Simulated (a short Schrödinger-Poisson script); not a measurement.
MOS inversion layer, Si3N4 on p-type Si(100)

Stack: MOS inversion layer, Si3N4 on p-type Si(100), at 300 K.

```
layer  material  thickness (nm)  Na (cm⁻³)
-----  --------  --------------  ---------
1         Si3N4             4.4          -
2            Si             910     2.2e17
```

Constants are typed, rounded textbook-type inputs, not results; the design itself was drawn at random and stands for no fabricated device. Si3N4: permittivity 7.5, conduction-band edge (eV) 1.95, gap (eV) 5.1, electron mass (mₑ) 0.5. Si: permittivity 11.7, conduction-band edge (eV) 0, gap (eV) 1.124, Nv at 300 K (cm⁻³) 3.1e19.

Channel valleys (confinement mass, in-plane density-of-states mass, number): Δ2 0.916, 0.19, 2; Δ4 0.19, 0.417, 4. At the gate the conduction-band edge of layer 1 lies 2.23 eV − eVg above the Fermi level of the channel; the field vanishes at the back. Gaps are held at their typed values at every temperature. Mesh 0.03 nm at interfaces.

From a short Schrödinger-Poisson script (our own, NumPy): 1D Poisson equation in equilibrium, electrons quantum, Hartree (BenDaniel-Duke, 12 states a valley, the channel's in-plane mass for all, wave functions ending at the dielectric), parabolic valleys, classical holes, full ionisation, no traps, pinning or gate leakage.

```csv
Vg (V),electrons (cm⁻²),C (μF/cm²),Δ2 E0 (meV),Δ2 E1 (meV),Δ4 E0 (meV),Δ4 E1 (meV)
0.1,3.11e6,0.151,384.8,429.2,425.7,498.8
0.3,2.52e9,0.147,209.3,257.9,254.1,334.2
0.5,3.94e11,0.820,75.6,129.6,125.6,211.8
0.7,1.62e12,1.11,33.9,96.0,92.2,182.8
0.9,3.05e12,1.19,12.4,82.1,78.5,172.5
1.1,4.55e12,1.23,-3.1,73.7,70.2,166.9
1.3,6.10e12,1.25,-15.7,67.6,64.2,163.3
1.5,7.67e12,1.27,-26.8,62.7,59.5,160.6
1.7,9.26e12,1.28,-36.9,58.6,55.4,158.5
1.9,1.09e13,1.29,-46.4,54.9,51.8,156.8
```

Gate voltages with under 1e6 electrons/cm² are left out.

Subbands count from the Fermi level.
